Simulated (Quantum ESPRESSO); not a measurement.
Worked example: self-consistent single point of SiO2 (P4_2/mnm, 6 atoms in the cell) in Quantum ESPRESSO.

Computed with PBE, GBRV 1.5 ultrasoft (PBE) pseudopotentials (plane waves; Quantum ESPRESSO).

The change in words: lattice scaled by 0.98. Reference geometry:
```
SiO2
1.0
    4.22222     0.00000     0.00000
    0.00000     4.22222     0.00000
    0.00000     0.00000     2.69697
Si O
2 4
Cartesian
  0.00000   0.00000   0.00000
  2.11111   2.11111   1.34848
  1.29200   1.29200   0.00000
  3.40311   0.81911   1.34848
  0.81911   3.40311   1.34848
  2.93022   2.93022   0.00000
```

Reference input (self-consistent single point, DFT, PBE, plane waves, GBRV 1.5 ultrasoft (PBE) pseudopotentials): ecutwfc = 40 Ry; ecutrho = 200 Ry; occupations = smearing; smearing = fermi-dirac; degauss = 0.0036749 Ry; potentials = {Si: si_pbe_v1.uspp.F.UPF, O: o_pbe_v1.2.uspp.F.UPF}; K_POINTS = automatic 5 5 8 0 0 0; conv_thr = 1e-08 Ry; mixing_beta = 0.4. This run's input differs from it in these lines:

```diff
@@ -27,6 +27,6 @@
 Si    0.0000000000    0.0000000000    0.0000000000
-Si    0.5000000000    0.5000000000    0.3193779904
+Si    0.5000000000    0.5000000000    0.3193780037
 O     0.3060000000    0.3060000000    0.0000000000
-O     0.8060000000    0.1940000000    0.3193779904
-O     0.1940000000    0.8060000000    0.3193779904
+O     0.8060000000    0.1940000000    0.3193780037
+O     0.1940000000    0.8060000000    0.3193780037
 O     0.6940000000    0.6940000000    0.0000000000
@@ -35,5 +35,5 @@
 CELL_PARAMETERS {angstrom}
-   4.2222180000     0.0000000000     0.0000000000
-   0.0000000000     4.2222180000     0.0000000000
-   0.0000000000     0.0000000000     2.6969670000
+   4.1377740000     0.0000000000     0.0000000000
+   0.0000000000     4.1377740000     0.0000000000
+   0.0000000000     0.0000000000     2.6430280000
```

Output (repeated stretches shortened):

```
     Self-consistent Calculation

     iteration #  1     ecut=    40.00 Ry     beta= 0.40

     total energy              =    -148.71674904 Ry
     estimated scf accuracy    <       1.15270275 Ry

     iteration #  2     ecut=    40.00 Ry     beta= 0.40

     total energy              =    -148.93556661 Ry
     estimated scf accuracy    <       0.03025750 Ry

     iteration #  3     ecut=    40.00 Ry     beta= 0.40

     total energy              =    -148.93953600 Ry
     estimated scf accuracy    <       0.01165197 Ry

   [... 4 blocks of this kind left out ...]

     iteration #  8     ecut=    40.00 Ry     beta= 0.40

     total energy              =    -148.94062343 Ry
     estimated scf accuracy    <       0.00000030 Ry

     iteration #  9     ecut=    40.00 Ry     beta= 0.40
     End of self-consistent calculation

     the Fermi energy is    15.3239 ev

!    total energy              =    -148.94062353 Ry
     estimated scf accuracy    <          8.4E-09 Ry
     smearing contrib. (-TS)   =       0.00000000 Ry
     internal energy E=F+TS    =    -148.94062353 Ry

     convergence has been achieved in   9 iterations

     Forces acting on atoms (cartesian axes, Ry/au):

     atom    1 type  1   force =     0.00000000    0.00000000   -0.00000000
     atom    2 type  1   force =     0.00000000    0.00000000    0.00000000
     atom    3 type  2   force =    -0.00859045   -0.00859045    0.00000000
     atom    4 type  2   force =    -0.00859045    0.00859045    0.00000000
     atom    5 type  2   force =     0.00859045   -0.00859045   -0.00000000
     atom    6 type  2   force =     0.00859045    0.00859045    0.00000000

     Total force =     0.024297     Total SCF correction =     0.000101

          total   stress  (Ry/bohr**3)                   (kbar)     P=      216.30
   0.00140560   0.00000000   0.00000000          206.77        0.00        0.00
   0.00000000   0.00140560   0.00000000            0.00      206.77        0.00
   0.00000000   0.00000000   0.00159994            0.00        0.00      235.36

   JOB DONE.
```

The run converged in 9 iterations. Against the reference run the free energy rises by 31.7 meV/atom, the pressure goes from 0.78 to 21.63 GPa, the largest force goes from 0.101 to 0.312 eV/Å and the gap on the mesh goes from 5.103 to 6.188 eV.

The starting cell has typed, rounded lattice constants, without a prior relaxation at this level. Its lattice was rescaled by a random factor within 2.5 % of one. For this run, on top of that: lattice scaled by 0.98. With a pressure of about 22 GPa the cell is away from its equilibrium volume at this level.
